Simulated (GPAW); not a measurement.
```
CELL_PARAMETERS angstrom
      3.78978     0.00000     0.00000
      0.00000     3.78978     0.00000
      0.00000     0.00000     3.78978
ATOMIC_POSITIONS crystal
  Al 0.00000 0.00000 0.00000
  Fe 0.00000 0.50000 0.50000
  Fe 0.50000 0.00000 0.50000
  Fe 0.50000 0.50000 0.00000
  C  0.50000 0.50000 0.50000
```
Moments meant for the start (each program seeds them in its own way; μB, in the order of the atoms Al Fe Fe Fe C): 0.0 4.0 4.0 4.0 0.0.

Method of the run: PBEsol, GPAW PAW datasets PBEsol (made by gpaw-setup) (plane waves; GPAW).

The set-up and first iterations of a GPAW log for AlFe3C (Pm-3m, 5 atoms in the cell):

```
Input parameters:
  convergence: {density: 1e-05,
                energy: 1e-05}
  kpts: [7 7 7]
  maxiter: 100
  mode: {ecut: 950,
         name: pw}
  nbands: -9
  occupations: {name: fermi-dirac,
                width: 0.1}
  spinpol: True
  symmetry: {symmorphic: False,
             tolerance: 0.0005}
  xc: PBEsol

species:
  Al:
    name: Aluminium
    Z: 13.0
    valence: 3
    core: 10
    charge: 0.0
    file: Al.PBEsol.gz

    # Using partial waves for Al as LCAO basis

  Fe:
    name: Iron
    Z: 26.0
    valence: 8
    core: 18
    charge: 0.0
    file: Fe.PBEsol.gz

    # Using partial waves for Fe as LCAO basis

  C:
    name: Carbon
    Z: 6.0
    valence: 4
    core: 2
    charge: 0.0
    file: C.PBEsol.gz

    # Using partial waves for C as LCAO basis

Reference energy: -111374.538493  # eV

Spin-polarized calculation.
Initial magnetic moment: 12.000000

Convergence criteria:
   [... lines left out ...]
  Total Charge: 0.000000

Density mixing:
  Method: difference
  Backend: pulay
  Linear mixing parameter: 0.05
  old densities: 5
  Damping of long wavelength oscillations: 50

Hamiltonian:
  XC and Coulomb potentials evaluated on a 54*54*54 grid
  External potential:
    NoExternalPotential

XC parameters: PBEsol with 2 nearest neighbor stencil

Number of atoms: 5
Number of atomic orbitals: 35
Number of bands in calculation: 30
Number of valence electrons: 31
Bands to converge: occupied

Density initialized from atomic densities
  30 bands from LCAO basis set

Atomic positions and initial magnetic moments

Positions:
   0 Al     0.000000    0.000000    0.000000    ( 0.0000,  0.0000,  0.0000)
   1 Fe     0.000000    1.894890    1.894890    ( 0.0000,  0.0000,  4.0000)
   2 Fe     1.894890    0.000000    1.894890    ( 0.0000,  0.0000,  4.0000)
   3 Fe     1.894890    1.894890    0.000000    ( 0.0000,  0.0000,  4.0000)
   4 C      1.894890    1.894890    1.894890    ( 0.0000,  0.0000,  0.0000)

Unit cell:
           periodic     x           y           z      points  spacing
  1. axis:    yes    3.789780    0.000000    0.000000    27     0.1404
  2. axis:    yes    0.000000    3.789780    0.000000    27     0.1404
  3. axis:    yes    0.000000    0.000000    3.789780    27     0.1404

  Lengths:   3.789780   3.789780   3.789780
  Angles:   90.000000  90.000000  90.000000

Effective grid spacing dv^(1/3) = 0.1404
     iter     time        total  log10-change:  magmom
                         energy   eigst   dens
iter:   1 --:--:--   -43.049095                   +12.0257
iter:   2 --:--:--   -43.864116   -0.73  -1.16    +8.6747
iter:   3 --:--:--   -43.498708   -1.42  -1.24    +5.8442
iter:   4 --:--:--   -43.607257   -1.75  -1.53    +4.6532
iter:   5 --:--:--   -43.790172   -1.87  -1.65    +3.3754
```

**Question.** Will this run converge, and how will it end?

**Answer.** The run converged in 26 iterations. Its thresholds were met; that alone does not show that basis and mesh suffice. It ends on: free energy E − TS (from the program's reference atoms) -43.8826 eV; Fermi level (on the code's own zero) 9.70 eV; size of the cell's spin moment 3.05 μB; site moments (μB, in the program's spheres or projections) Al -0.06, Fe 1.10, Fe 1.10, Fe 1.10, C -0.06. The log goes on:

```
   [... 3 lines left out ...]
iter:   9 --:--:--   -43.803393   -3.75  -2.34    +3.0982
iter:  10 --:--:--   -43.802827   -4.02  -2.53    +3.0493
   [... lines left out ...]
iter:  15 --:--:--   -43.802275c  -6.81  -3.77    +3.0557
iter:  16 --:--:--   -43.802258c  -7.00  -3.95    +3.0547
iter:  17 --:--:--   -43.802228c  -7.02  -4.00    +3.0533
iter:  18 --:--:--   -43.802213c  -7.59c -4.20    +3.0520
iter:  19 --:--:--   -43.802233c  -7.59c -4.29    +3.0520
iter:  20 --:--:--   -43.802231c  -8.69c -4.47    +3.0519
iter:  21 --:--:--   -43.802243c  -8.63c -4.53    +3.0524
iter:  22 --:--:--   -43.802245c  -9.04c -4.59    +3.0526
iter:  23 --:--:--   -43.802247c  -8.72c -4.63    +3.0526
iter:  24 --:--:--   -43.802251c  -8.79c -4.78    +3.0526
iter:  25 --:--:--   -43.802251c  -8.58c -4.88    +3.0526
iter:  26 --:--:--   -43.802255c  -9.29c -5.14c   +3.0527
Converged after 26 iterations.

Dipole moment: (-0.000000, -0.000000, -0.000000) |e|*Ang

Total magnetic moment: (0.000000, 0.000000, 3.052724)
Local magnetic moments:
   0 Al ( 0.000000,  0.000000, -0.059847)
   1 Fe ( 0.000000,  0.000000,  1.095446)
   2 Fe ( 0.000000,  0.000000,  1.095446)
   3 Fe ( 0.000000,  0.000000,  1.095446)
   4 C  ( 0.000000,  0.000000, -0.055245)

Energy contributions relative to reference atoms: (reference = -111374.538493)

Kinetic:        +20.754023
Potential:      -17.472352
External:        +0.000000
XC:             -47.370506
Entropy (-ST):   -0.160755
Local:           +0.366958
SIC:             +0.000000
--------------------------
Free energy:    -43.882632
Extrapolated:   -43.802255

Spin contamination: 0.295156 electrons
Showing only first 2 kpts
                      Up                     Down
 Kpt  Band  Eigenvalues  Occupancy  Eigenvalues  Occupancy
  0    13      8.67841    0.99996      9.57551    0.77089
   [... lines left out ...]
Fermi level: 9.69684
   [... lines left out ...]

No gap
No difference between direct/indirect transitions
Energy (eV): -43.802255

Forces in eV/Ang:
  0 Al   -0.00000   -0.00000   -0.00000
  1 Fe    0.00000    0.00000    0.00000
  2 Fe    0.00000    0.00000    0.00000
  3 Fe   -0.00000   -0.00000    0.00000
  4 C     0.00000    0.00000    0.00000

Stress tensor:
     0.068323     0.000000     0.000000
     0.000000     0.068323     0.000000
     0.000000     0.000000     0.068323
Stress (GPa, Voigt): [10.9465 10.9465 10.9465  0.      0.      0.    ]
```

For comparison: a first run (DFT LDA (Perdew-Wang 92), plane waves, GPAW PAW datasets LDA (gpaw-data 1.0.1)) was changed to give this one (xc: LDA → PBEsol; potentials: GPAW PAW datasets PBEsol (made by gpaw-setup)), and from it to this one the size of the net moment goes from 0.52 to 0.61 μB/atom.

The starting cell comes from a database of computed structures (which also holds hypothetical and non-ambient phases and stackings), without a prior relaxation at this level. The magnetic order is the one reached from the typed start; others were not searched systematically.

The run was DFT PBEsol, plane waves, GPAW PAW datasets PBEsol (made by gpaw-setup). Main settings of its input:

- spinpol = true
- mode = pw
- ecut = 950 eV
- xc = PBEsol
- kpts = 7 7 7
- mesh shift (steps) = 0 0 0
- occupations.name = fermi-dirac
- occupations.width = 0.1 eV
- nbands = -9
- convergence.density = 1e-05 e/electron
- convergence.energy = 1e-05 eV/electron
- symmetry.symmorphic = false
